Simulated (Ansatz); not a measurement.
**A computed series for hypothetical zinc blende LuP: response to strain**

Take LuP in the zinc blende structure (space group F-43m, No. 216; a hypothetical phase, not in the database extracts checked) as the base.

```
CELL_PARAMETERS angstrom
      0.00000     3.08031     3.08031
      3.08031     0.00000     3.08031
      3.08031     3.08031     0.00000
ATOMIC_POSITIONS crystal
  P  0.75000 0.75000 0.75000
  Lu 0.00000 0.00000 0.00000
```

Cartesian axes are those of the cell as printed.

Strains are applied to the cell and any free atomic positions relax; under biaxial strain the out-of-plane vector relaxes too; under stress the whole cell relaxes.

Calculations: PBE/PAW in Ansatz (a program for electronic structure), no spin-orbit coupling.

Notes on the quantities. pressure: mean of the normal stresses, compression positive; energy relative to the base: free energy F.

```tsv
variant	gap character	band gap	shortest interatomic distance	pressure	energy relative to the base
base	direct at X	1.69 eV	2.668 Å	0.0 kbar	0 meV/atom
biaxial strain −4.37 %, plane normal [001], relaxed out of plane	direct at M	1.20 eV	2.649 Å	13.0 kbar	+14 meV/atom
biaxial strain −1.24 %, plane normal [110], relaxed out of plane	indirect, X → T	1.62 eV	2.657 Å	4.4 kbar	+1.6 meV/atom
biaxial strain −1.29 %, plane normal [111], relaxed out of plane	direct at F	1.62 eV	2.655 Å	6.2 kbar	+2.2 meV/atom
biaxial strain +0.63 %, plane normal [111], relaxed out of plane	direct at F	1.67 eV	2.667 Å	-2.9 kbar	+0.5 meV/atom
isotropic strain −2.62 %	direct at X	1.57 eV	2.598 Å	54.4 kbar	+36 meV/atom
isotropic strain +0.65 %	direct at X	1.72 eV	2.685 Å	-11.1 kbar	+2.0 meV/atom
isotropic strain +1.88 %	direct at X	1.77 eV	2.718 Å	-29.7 kbar	+16 meV/atom
uniaxial strain ε_yy = −0.55 %	direct at X	1.67 eV	2.663 Å	3.3 kbar	+0.2 meV/atom
uniaxial stress, 5 GPa tension along x	direct at M	1.01 eV	2.695 Å	–	+41 meV/atom
```

Beyond what the load breaks, stability against distortions was not tested. Labels are those of the standard path for the cell's own space group.
